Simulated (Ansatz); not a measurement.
The starting structures come from a database of crystals and need not be the phases stable at ambient conditions.

Data:

```yaml
crystal:
  lattice:
    - [7.48361, 0.00000, 0.00000]
    - [0.00000, 7.48361, 0.00000]
    - [3.74180, -3.74180, 5.29171]
  atoms:
    - { symbol: Ca, position: [0.37500, 0.37500, 0.75000] }
    - { symbol: Ca, position: [0.37500, 0.87500, 0.25000] }
    - { symbol: Ca, position: [0.87500, 0.37500, 0.75000] }
    - { symbol: Ca, position: [0.37500, 0.37500, 0.25000] }
    - { symbol: Nb, position: [0.87500, 0.87500, 0.75000] }
    - { symbol: Nb, position: [0.87500, 0.37500, 0.25000] }
    - { symbol: Nb, position: [0.37500, 0.87500, 0.75000] }
    - { symbol: Nb, position: [0.87500, 0.87500, 0.25000] }
    - { symbol: O, position: [0.50000, 0.50000, 0.00000] }
    - { symbol: O, position: [0.25000, 0.25000, 0.50000] }
    - { symbol: O, position: [0.19260, 0.80740, 0.61480] }
    - { symbol: O, position: [0.94260, 0.55740, 0.11480] }
    - { symbol: O, position: [0.80740, 0.19260, 0.38520] }
    - { symbol: O, position: [0.55740, 0.94260, 0.88520] }
    - { symbol: O, position: [0.80740, 0.80740, 0.00000] }
    - { symbol: O, position: [0.55740, 0.55740, 0.50000] }
    - { symbol: O, position: [0.19260, 0.19260, 0.00000] }
    - { symbol: O, position: [0.94260, 0.94260, 0.50000] }
    - { symbol: O, position: [0.19260, 0.80740, 0.00000] }
    - { symbol: O, position: [0.94260, 0.55740, 0.50000] }
    - { symbol: O, position: [0.80740, 0.19260, 0.00000] }
    - { symbol: O, position: [0.55740, 0.94260, 0.50000] }
```

Space group of this cell: Fd-3m. The cell is taken as given; by r2SCAN its mean pressure is -7.6 GPa.

Transport runs along the normal of the first two printed cell vectors, the (001) plane of the conventional cell.

The gap is the functional's own, uncorrected, and κ follows it; spin-orbit coupling is left out. Mid-gap values are interpolated between the computed energies.

**Question.** State the band gap and the smallest decay constant κ at mid-gap according to r2SCAN (Ansatz, a first-principles code).

**Answer.** Gap 1.78 eV on a 6×6×6 mesh; κ = 0.278 1/Å, at the zone centre.
